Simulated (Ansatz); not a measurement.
Zr2Ir (I4/mcm, No. 140, 6 atoms in the cell; start mp-1077297) was calculated with LDA (Ansatz, a quantum-chemistry and plane-wave program, PAW).

Settings: plane-wave cutoff 520 eV, 14×14×14 k mesh, Fermi–Dirac smearing 0.05 eV, no spin polarisation, scalar-relativistic PAW data made under PBE.

Cell (relaxed at this level):

```
IrZr2
1.0
   -3.20744     3.20744     2.79885
    3.20744    -3.20744     2.79885
    3.20744     3.20744    -2.79885
Zr Ir
4 2
Cartesian
  1.07675   4.28419   0.00000
  2.13070  -1.07675   2.79885
  2.13070   1.07675   0.00000
  1.07675   2.13070   2.79885
  0.00000   0.00000   4.19827
  0.00000   0.00000   1.39942
```

Problem. What does this level give for the bulk modulus B0?

Solution. 
- bulk modulus B0 = 148 GPa

Note: the run has no spin polarisation, so it can have missed a magnetic state; the bulk modulus is −V dP/dV from two relaxed cells at ±2 % in volume; the relaxation could not lower the start's symmetry, so the cell can be a saddle point above a distorted one.

Spin–orbit coupling is not included.

A start named mp-… is a Materials Project structure, which need not be a measured phase.
